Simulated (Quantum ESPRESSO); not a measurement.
Input and output of a self-consistent single point for YbIn5Rh (P4/mmm, 7 atoms in the cell) (Quantum ESPRESSO).

Computed with PBEsol, SSSP 1.1.2 efficiency (PBE) pseudopotentials (plane waves; Quantum ESPRESSO).

```
YbIn5Rh
1.0
    4.68710     0.00000     0.00000
    0.00000     4.68710     0.00000
    0.00000     0.00000     7.55496
Yb In Rh
1 5 1
Direct
  0.00000   0.00000   0.00000
  0.50000   0.50000   0.00000
  0.50000   0.00000   0.30001
  0.50000   0.00000   0.69999
  0.00000   0.50000   0.30001
  0.00000   0.50000   0.69999
  0.00000   0.00000   0.50000
```

Reference input (self-consistent single point, DFT, LDA (PZ), plane waves, SSSP 1.1.2 efficiency (PBE) pseudopotentials): ecutwfc = 60 Ry; ecutrho = 480 Ry; occupations = smearing; smearing = gauss; degauss = 0.0073499 Ry; input_dft = pz; K_POINTS = automatic 5 5 3 0 0 0; conv_thr = 1e-10 Ry; mixing_beta = 0.7. This run's input differs from it in these lines:

```diff
@@ -18,3 +18,3 @@
    degauss = 0.0073499
-   input_dft = 'pz'
+   input_dft = 'pbesol'
 /
```

Output, abridged:

```
     Self-consistent Calculation

     iteration #  1     ecut=    60.00 Ry     beta= 0.70

     total energy              =   -1940.28209558 Ry
     estimated scf accuracy    <       1.64438280 Ry

     iteration #  2     ecut=    60.00 Ry     beta= 0.70

     total energy              =   -1929.80304896 Ry
     estimated scf accuracy    <     129.98412767 Ry

     iteration #  3     ecut=    60.00 Ry     beta= 0.70

     total energy              =   -1939.05274046 Ry
     estimated scf accuracy    <      37.80305070 Ry

   [... 17 blocks of this kind left out ...]

     iteration # 21     ecut=    60.00 Ry     beta= 0.70

     total energy              =   -1941.60841359 Ry
     estimated scf accuracy    <          2.0E-10 Ry

     iteration # 22     ecut=    60.00 Ry     beta= 0.70
     End of self-consistent calculation

     the Fermi energy is    12.1790 ev

!    total energy              =   -1941.60841359 Ry
     estimated scf accuracy    <          7.5E-11 Ry
     smearing contrib. (-TS)   =      -0.00068704 Ry
     internal energy E=F+TS    =   -1941.60772655 Ry

     convergence has been achieved in  22 iterations

     Forces acting on atoms (cartesian axes, Ry/au):

     atom    1 type  1   force =     0.00000000    0.00000000    0.00000000
     atom    2 type  2   force =     0.00000000    0.00000000    0.00000000
     atom    3 type  2   force =     0.00000000    0.00000000    0.00414105
     atom    4 type  2   force =     0.00000000    0.00000000   -0.00414105
     atom    5 type  2   force =     0.00000000    0.00000000    0.00414105
   [... lines left out ...]

     Total force =     0.008282     Total SCF correction =     0.000036

          total   stress  (Ry/bohr**3)                   (kbar)     P=      -45.52
  -0.00031387   0.00000000   0.00000000          -46.17        0.00        0.00
   0.00000000  -0.00031387   0.00000000            0.00      -46.17        0.00
   0.00000000   0.00000000  -0.00030062            0.00        0.00      -44.22

   JOB DONE.
```

The run converged in 22 iterations. Against the reference run the pressure goes from -6.96 to -4.55 GPa and the largest force goes from 0.151 to 0.106 eV/Å. The full log also holds: “c_bands:  1 eigenvalues not converged”.

The starting cell comes from a database of computed structures (which also holds hypothetical and non-ambient phases and stackings), without a prior relaxation at this level. Spin-orbit coupling is off. Spin polarisation is off. With a pressure of about -5 GPa the cell is away from its equilibrium volume at this level.

Cost on one core of a shared machine: roughly 6 min.
